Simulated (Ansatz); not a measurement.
The starting structures come from a database of crystals and need not be the phases stable at ambient conditions.

 Where the default PAW files enter, the runs use the earlier of Ansatz's two default sets.

Tunnelling through a barrier is set by its complex band structure: the current falls as exp(−2κd) with the smallest κ.

Given:

```
CELL_PARAMETERS angstrom
      5.12920     0.00000     0.00000
      2.56460     4.44202     0.00000
      2.56460     1.48067     4.69462
ATOMIC_POSITIONS crystal
  Ti 0.14560 0.14560 0.56320
  Ti 0.85440 0.85440 0.43680
  Zn 0.36067 0.36067 0.91798
  Zn 0.63933 0.63933 0.08202
  O  0.05050 0.77646 0.73627
  O  0.94950 0.22354 0.26373
  O  0.77646 0.43677 0.73627
  O  0.22354 0.56323 0.26373
  O  0.43677 0.05050 0.73627
  O  0.56323 0.94950 0.26373
```

Space group of this cell: R-3. The cell is taken as given; by PBEsol its mean pressure is -8.1 GPa.

Transport runs along the normal of the first two printed cell vectors, the (001) plane of the conventional cell.

The gap is the functional's own. No spin-orbit coupling. Mid-gap values are interpolated on the energy grid.

Give the band gap and the smallest decay constant κ at mid-gap that PBEsol run with Ansatz (a first-principles code) yields.

Gap 3.03 eV on a 8×8×8 mesh; κ = 0.353 1/Å, at the zone centre.
